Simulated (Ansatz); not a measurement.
**H interstitial (rock-salt ZrN host)**

Level of theory: PBE, PAW (plane waves to 420 eV; Ansatz, a first-principles code). Cell and caveats: 64-site cell; 4×4×4 shifted k-points; start: void with 4N4Zr nearest; not converged in cell size; the relaxation kept the symmetry of the starting site; relaxed from one start, so a lower configuration may exist.

Neighbours after relaxation, in Å: of the H atom: Zr 1.97, Zr 1.97, Zr 1.97, Zr 1.97.

Formation energies E_f are those of the neutral cell. Chemical conditions: N-rich (Δμ(H) = -0.34 eV, bounded by NH3 molecule; only phases computed here count, gases as isolated molecules at 0 K); Zr-rich (Δμ(H) = -0.87 eV, bounded by ZrH (P4_2/mmc); only phases computed here count, gases as isolated molecules at 0 K). Reference phases: H: H2 molecule in a box.

The name describes the start; the neighbours show where the added atom ended.

```json
[
 {"charge": "0", "moment (μB)": "not spin-polarised", "point group": "Td", "largest move off a lattice site (Å)": "0.13", "E_f, N-rich (eV)": "1.85", "E_f, Zr-rich (eV)": "2.38"}
]
```

Point groups are those of the whole cell at tolerances of 0.03 and 0.1 Å ("near" where only the looser one holds); none is given for unsettled states.
